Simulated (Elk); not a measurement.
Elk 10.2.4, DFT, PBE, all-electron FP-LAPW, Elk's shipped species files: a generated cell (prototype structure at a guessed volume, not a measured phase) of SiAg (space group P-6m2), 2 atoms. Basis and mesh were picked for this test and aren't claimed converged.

```json
{
  "cell": "3.50, 3.50, 3.41 Å; 90, 90, 120°",
  "task": "ground state",
  "xctype": "20",
  "swidth": "0.001 Hartree",
  "k mesh (ngridk)": "6×6×6",
  "maxscl": "100",
  "rgkmax": "7 (default)",
  "empty states an atom (nempty)": "4 (default)",
  "epspot (Hartree)": "1e-06 (default)",
  "epsengy (Hartree)": "0.0001 (default)",
  "k-points after symmetry": "40",
  "largest_matrix_size": "134",
  "valence_states": "20"
}
```

Settings of this run: mixtype = 3, mixsdb = 5, broydpm = [0.05, 0.15], tefvit = false; 4 threads, 1 BLAS thread.

```tsv
loop	total energy (Hartree)	RMS change in potential
1	-5596.16820822	-
2	-5596.24595607	0.5276783009
3	-5597.01616031	0.5151645015
4	-5597.14538816	0.5109756350
5	-5597.08245820	0.3635437358
6	-5603.23869349	0.1268125821
7	-5617.65407105	0.1780958938
8	-5609.23959465	0.2628496672E-01
9	-5608.84287898	0.1969848591E-01
10	-5608.56217985	0.1521838808E-01
11	-5608.26437737	0.1082543684E-01
12	-5607.52263730	0.4660092725E-02
13	-5607.36197746	0.4387797565E-02
14	-5607.48781845	0.2194950866E-02
…	…	…
21	-5607.42256484	0.3265889476E-04
22	-5607.42210870	0.3157959655E-04
23	-5607.42222591	0.3044088125E-04
24	-5607.42234628	0.2930502785E-04
25	-5607.42233574	0.2929172023E-04
26	-5607.42249409	0.2984609518E-04
27	-5607.42244379	0.3048330494E-04
28	-5607.42266030	0.9345875711E-05
…	…	…
34	-5607.42321050	0.3419178546E-05
35	-5607.42324411	0.3504732105E-05
36	-5607.42323006	0.3177356865E-05
37	-5607.42326633	0.2590062626E-05
38	-5607.42334281	0.1993877682E-05
39	-5607.42336241	0.1565208623E-05
40	-5607.42329463	0.9524450714E-06
41	-5607.42326454	-
```

It converged after 41 self-consistent loops.

The cycle is slow. Which setting should be changed?

Several could match; the one computed here: broydpm = [0.4, 0.15] (default) (15 self-consistent loops) or broydpm = [0.7, 0.15] (15 self-consistent loops) or broydpm = [0.4, 0.5] (15 self-consistent loops), all else kept. The other changes of this size gave: broydpm = [0.2, 0.15] (19); broydpm = [0.4, 0.01] (20); broydpm = [0.1, 0.15] (22). The first change moves the result by: energy 0.39 meV/atom. Counts are of single runs.
